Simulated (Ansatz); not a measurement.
A self-consistent single point of ZnCu (Pm-3m, 2 atoms in the cell) with Ansatz (a quantum-chemistry and plane-wave program).

Method of the run: PBE (plane waves, PAW; Ansatz).

```
CELL_PARAMETERS angstrom
      2.89134     0.00000     0.00000
      0.00000     2.89134     0.00000
      0.00000     0.00000     2.89134
ATOMIC_POSITIONS crystal
  Zn 0.50000 0.50000 0.50000
  Cu 0.00000 0.00000 0.00000
```

Reference input (self-consistent single point, DFT, PBE, plane waves, default PAW files): kpoints.mp_grid.grid = 8 8 8; hamiltonian.xc = pbe; hamiltonian.pseudopotentials = {kind: paw} (the program's default PAW files); scf.occupations.method = gaussian; scf.occupations.width = 0.1 eV. This run's input differs from it in these lines:

Ansatz 0.2 input:
```diff
@@ -11,3 +11,3 @@
   mp_grid:
-    grid: [8, 8, 8]
+    grid: [9, 9, 9]
 hamiltonian:
@@ -19,3 +19,3 @@
     method: gaussian
-    width: 0.1
+    width: 0.03
 output:
```

Log, with long lists cut:

```
SCF iter   1: F=—  HF=-9944.314056 eV  |F-HF|=—  |Δ(HF+E_count)|=         —  Δρ=2.32e-3  dr2=8.23e-4  ethr=1.77e-3  ⟨swp⟩=5.7  Hψ=2989  notcnv=0
all-band conjugate gradients solve this SCF's bands
preconditioner: auto → none
SCF iter   2: F=—  HF=-9944.314663 eV  |F-HF|=—  |Δ(HF+E_count)|=   6.07e-4  Δρ=5.20e-4  dr2=2.09e-5  ethr=2.65e-6  ⟨swp⟩=2.1  Hψ=1493  notcnv=0  defer=4
   [... lines left out ...]
SCF iter   5: F=-9944.314685 eV  HF=-9944.314685 eV  |F-HF|=2.24e-8  |Δ(HF+E_count)|=   1.94e-7  Δρ=9.38e-6  dr2=1.59e-8  ethr=1.23e-9  ⟨swp⟩=2.0  Hψ=983  notcnv=0  defer=4
SCF iter   6: F=-9944.314685 eV  HF=-9944.314685 eV  |F-HF|=9.22e-10  |Δ(HF+E_count)|=   5.91e-9  Δρ=3.75e-6  dr2=2.29e-9  ethr=5.14e-11  ⟨swp⟩=3.9  Hψ=2768  notcnv=0
the last iteration of the SCF fills more bands at one k-point than at another …
SCF 1 converged in 6 iterations: F = -9944.314685 eV  dr2 = 2.29e-9
Free energy (F): -9944.314685 eV
Internal energy: -9944.314615 eV  (E = F + TS)
E sigma→0 (E₀):  -9944.314650 eV
Entropy (-TS):   -0.000070 eV (-0.035 meV/atom)
Fermi energy:    15.683293 eV
--- Forces (eV/Å), atoms counted from 1 ---
  atom   1  Zn     0.00000000     0.00000000     0.00000000
  atom   2  Cu    -0.00000000     0.00000000     0.00000000
--- Stress (GPa, compression-positive) ---
       10.526898       0.000000       0.000000
        0.000000      10.526898       0.000000
        0.000000       0.000000      10.526898
  P = ⅓ Tr σ = 10.5269 GPa (105.269 kbar)
  The stress holds the Pulay correction. Without it, at fixed plane waves, as pw.x and ABINIT print it: P = 10.3594 GPa
```

The run converged in 6 iterations. Against the reference run the free energy rises by 11.3 meV/atom and the pressure moves little (10.61 to 10.53 GPa).

The starting cell comes from a database of computed structures (which also holds hypothetical and non-ambient phases and stackings), without a prior relaxation at this level. Its lattice was rescaled by a random factor within 2.5 % of one. Spin polarisation is off. With a pressure of about 11 GPa the cell is away from its equilibrium volume at this level. Ansatz's pressure includes its estimate of the finite-basis (Pulay) stress.
